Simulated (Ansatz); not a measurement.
## Elastic constant C12 of L1₂ (Cu3Au-type) Cu3Au at several levels of theory

No measured value is used here.

```
level (code)     value (GPa)  cell (Å³/atom)
---------------  -----------  --------------
LDA (Ansatz)             166           12.37
PBE (Ansatz)             122           13.51
PBEsol (Ansatz)          148           12.80
```

Density-functional levels without +SOC have no spin–orbit coupling. Each level is taken at its own relaxed cell. Ansatz's density-functional and Hartree–Fock values are scalar-relativistic unless marked +SOC, with PAW data made under PBE.

Ansatz is a quantum-chemistry and plane-wave program.
